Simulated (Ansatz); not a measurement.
Effect of pressure 10 GPa on Rb

The parent structure is Rb in the bcc (W type) structure (space group Im-3m, No. 229; a = 5.571 Å).

The change: cell and atoms relaxed at a pressure of 10 GPa.

Method: PBEsol, PAW, 420 eV (Ansatz, a program for electronic structure; no spin-orbit coupling). Γ-centred 12×12×12 mesh, Fermi–Dirac width 0.05 eV.

```json
[
 {"quantity": "volume per atom", "base": "86.46 Å³", "changed": "37.41 Å³", "shift": "-49.05 Å³"},
 {"quantity": "density", "base": "1.64 g/cm³", "changed": "3.79 g/cm³", "shift": "+2.15 g/cm³"},
 {"quantity": "lattice parameter a", "base": "5.571 Å", "changed": "4.214 Å", "shift": "-1.357 Å"},
 {"quantity": "enthalpy H = E + PV relative to the base's energy", "base": "–", "changed": "+3.18 eV/atom", "shift": "–"},
 {"quantity": "band gap", "base": "zero", "changed": "zero", "shift": "–"}
]
```

Load acts through the strain it causes; cell and atoms are relaxed under it. Whether these cells are dynamically stable was not tested. The final runs are not spin-polarised. Measured, Rb leaves this structure (for fcc) near 7 GPa (temperature not stated; as listed in Olga Degtyareva, NATO science for peace and security series. B, Physics and biophysics (2010)).
